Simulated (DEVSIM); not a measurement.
Device: Ti/SiO2/p-Si capacitor, at 300 K.

Layer 1 from the left is SiO2, thickness (nm) 8.00. Layer 2 from the left is Si, thickness (nm) 3400, Na (cm⁻³) 2.8e16.

Metal gate on the left, work function 4.33 eV. Fixed charge at the semiconductor interface 1.2e10 cm⁻² (in units of +e); interface traps 3e11 cm⁻² eV⁻¹, uniform in energy, neutral level at 0.7 of the gap above the valence band.

This is a model device: material constants are rounded textbook-type values typed into the input, and sizes, dopings and lifetimes were drawn at random. Values at 300 K.

SiO2: gap (eV) 9, affinity (eV) 0.9, permittivity 3.9. Si: gap (eV) 1.124, affinity (eV) 4.05, permittivity 11.7, Nc (cm⁻³) 2.86e19, Nv (cm⁻³) 3.1e19.

DEVSIM, 1D Poisson equation in equilibrium, Boltzmann statistics, complete ionisation; no quantum confinement or tunnelling. Metal contacts follow the ideal Schottky-Mott rule: no Fermi-level pinning, no interface dipoles.

**Question.** What does the simulation give for the threshold voltage (band bending 2φF), the minimum of the low-frequency capacitance, the flat-band voltage?

**Answer.** threshold voltage (band bending 2φF) 0.31 V; minimum of the low-frequency capacitance 0.0876 μF/cm²; flat-band voltage -0.73 V.
